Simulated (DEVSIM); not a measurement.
System: abrupt Si p-n junction, at 300 K.

```
layer (left to right)  material  thickness (μm)  Nd (cm⁻³)  Na (cm⁻³)  τn (s)  τp (s)
---------------------  --------  --------------  ---------  ---------  ------  ------
1                            Si            6.70          -     4.8e16  5.8e-6  5.8e-6
2                            Si             100     5.7e14          -  5.8e-6  5.8e-6
```

Left contact: ohmic. Right contact: ohmic. Voltage is applied to the left contact. Recombination: SRH at mid-gap, Auger. Mobility is μmin + (μ − μmin)/(1 + (N/Nref)^α).

Constants are typed, rounded textbook-type inputs, not results; the design itself was drawn at random and stands for no fabricated device. Values at 300 K.

```
parameter           Si
-------------  -------
gap (eV)         1.124
affinity (eV)     4.05
permittivity      11.7
Nc (cm⁻³)      2.86e19
Nv (cm⁻³)       3.1e19
μn (cm²/Vs)       1417
μp (cm²/Vs)        470
μn,min              52
μp,min              45
Nref,n          9.7e16
Nref,p          2.2e17
αn                0.68
αp                0.72
Cn (cm⁶/s)     2.8e-31
Cp (cm⁶/s)     9.9e-32
```

Model (solved in DEVSIM): 1D drift-diffusion, Boltzmann statistics, complete ionisation; no tunnelling, impact ionisation, image-force lowering or self-heating.

Give the dark reverse current.


```json
[
 {"V (V)": "-0.40", "J (A/cm²)": "-7.6e-9"},
 {"V (V)": "-1.00", "J (A/cm²)": "-1.5e-8"},
 {"V (V)": "-2.00", "J (A/cm²)": "-2.3e-8"},
 {"V (V)": "-3.00", "J (A/cm²)": "-3.0e-8"},
 {"V (V)": "-4.00", "J (A/cm²)": "-3.6e-8"},
 {"V (V)": "-6.00", "J (A/cm²)": "-4.5e-8"},
 {"V (V)": "-8.00", "J (A/cm²)": "-5.4e-8"},
 {"V (V)": "-10.00", "J (A/cm²)": "-6.1e-8"},
 {"V (V)": "-13.00", "J (A/cm²)": "-7.1e-8"},
 {"V (V)": "-16.00", "J (A/cm²)": "-7.9e-8"},
 {"V (V)": "-20.00", "J (A/cm²)": "-9.0e-8"}
]
```
